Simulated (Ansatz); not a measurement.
## A computed series for WS2: pressure series

Take WS$_{2}$ in the 2H-MoS2 type structure (space group P6_3/mmc, No. 194; layered, stacked along the Cartesian z axis) as the base.

```
CELL_PARAMETERS angstrom
      3.15408     0.00000     0.00000
     -1.57704     2.73152     0.00000
      0.00000     0.00000    12.13731
ATOMIC_POSITIONS crystal
  W  0.33333 0.66667 0.25000
  W  0.66667 0.33333 0.75000
  S  0.33333 0.66667 0.62026
  S  0.66667 0.33333 0.12026
  S  0.66667 0.33333 0.37974
  S  0.33333 0.66667 0.87974
```

Cell and atoms are relaxed at each pressure.

All numbers come from Kohn–Sham DFT with the PBE-D3(BJ) functional, run in Ansatz (a program for electronic structure) with PAW and 420 eV plane waves, no spin-orbit coupling.

```
pressure (GPa)  volume per atom (Å³/atom)
--------------  -------------------------
-2                                 18.495
0                                  17.428
0.3                                17.331
0.7                                17.207
1.5                                16.985
3                                  16.639
5                                       ?
7.5                                15.871
10                                 15.541
```

Question: Fit the third-order Birch–Murnaghan form P(V) = (3B₀/2)[(V₀/V)^(7/3) − (V₀/V)^(5/3)]·[1 + (3/4)(B₀′ − 4)((V₀/V)^(2/3) − 1)] (squares taken in P) to the rows shown and predict the withheld row.

Answer: Least squares on the printed values gives V₀ = 17.444 Å³/atom, B₀ = 48.7 GPa, B₀′ = 10.9; this predicts 16.247 Å³/atom, and the run gives 16.260 Å³/atom, 0.013 higher.

Load acts through the strain it causes; cell and atoms are relaxed under it. No phonon test of stability was made. Competing high-pressure phases were not computed.
